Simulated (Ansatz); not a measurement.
**BeTe: response to strain**

The reference is BeTe in the zinc blende structure (space group F-43m, No. 216).

```
BeTe
1.0
    0.00000     2.82841     2.82841
    2.82841     0.00000     2.82841
    2.82841     2.82841     0.00000
Be Te
1 1
Direct
  0.00000   0.00000   0.00000
  0.25000   0.25000   0.25000
```

Cartesian axes are those of the cell as printed.

Strains are applied to the cell and any free atomic positions relax; under biaxial strain the out-of-plane vector relaxes too.

Calculations: DFT with r2SCAN, PAW potentials and a 500 eV plane-wave cutoff in Ansatz (a quantum-chemistry and plane-wave program), without spin-orbit coupling.

Notes on the quantities. energy relative to the base: free energy F.

| case | energy relative to the base | band gap | smallest direct gap |
|---|---|---|---|
| base | 0 meV/atom | 2.37 eV | 4.04 eV |
| biaxial strain −3.00 %, plane normal [001], relaxed out of plane | +15 meV/atom | 2.05 eV | 3.87 eV |
| biaxial strain −2.50 %, plane normal [001], relaxed out of plane | +10 meV/atom | 2.10 eV | 3.90 eV |
| biaxial strain −2.00 %, plane normal [001], relaxed out of plane | +6.6 meV/atom | 2.16 eV | 3.93 eV |
| biaxial strain −1.50 %, plane normal [001], relaxed out of plane | +3.7 meV/atom | 2.22 eV | 3.96 eV |
| biaxial strain −1.00 %, plane normal [001], relaxed out of plane | +1.6 meV/atom | 2.27 eV | 3.98 eV |
| biaxial strain −0.50 %, plane normal [001], relaxed out of plane | +0.4 meV/atom | 2.32 eV | 4.01 eV |

With Te present, leaving out spin-orbit coupling can change the band edges. Gaps are read on the SCF mesh and a high-symmetry path. Whether these cells are dynamically stable was not tested.
